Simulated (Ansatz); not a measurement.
## PdTe in the NiAs type structure (space group P6_3/mmc, No. 194)

```
CELL_PARAMETERS angstrom
      4.15784     0.00000     0.00000
     -2.07892     3.60079     0.00000
      0.00000     0.00000     5.61557
ATOMIC_POSITIONS crystal
  Te 0.33333 0.66667 0.25000
  Te 0.66667 0.33333 0.75000
  Pd 0.00000 0.00000 0.00000
  Pd 0.00000 0.00000 0.50000
```

Calculations: PBEsol (Ansatz, a first-principles code, PAW, no spin-orbit coupling). Γ-centred 13×13×8 mesh, Fermi–Dirac width 0.05 eV.

```json
{
 "volume_per_atom": "21.02 Å³",
 "density": "9.24 g/cm³",
 "band_gap": "zero",
 "total_energy": "-6904.460 eV/atom (σ→0; compares only within this code and set-up)"
}
```

Whether these cells are dynamically stable was not tested. All final runs are without spin polarisation.
